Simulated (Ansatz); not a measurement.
Consider WC (space group P-6m2, No. 187; a = 2.922 Å, c = 2.846 Å; relaxed with 0.1 eV smearing). Axes: x lies along a and z along c of the hexagonal cell.

It is then changed as follows: uniaxial strain ε_zz = −1.05 %, all other strain components held at zero, atoms relaxed at fixed cell.

Levels (all Ansatz, a program for electronic structure, PAW): PBE (420 eV, scalar-relativistic without spin-orbit coupling); PBE+SOC (420 eV, with spin-orbit coupling).

The geometry is relaxed with PBE.

| Item | Result |
|---|---|
| PBE pressure | 4.7 GPa |

With PBE+SOC at the same geometry, the pressure falls by 0.4 GPa (4.7 GPa → 4.3 GPa).

Single points use the geometry relaxed with PBE. The spin-orbit shifts are approximate. Stability against distortions was not tested. The runs without spin-orbit coupling are not spin-polarised.
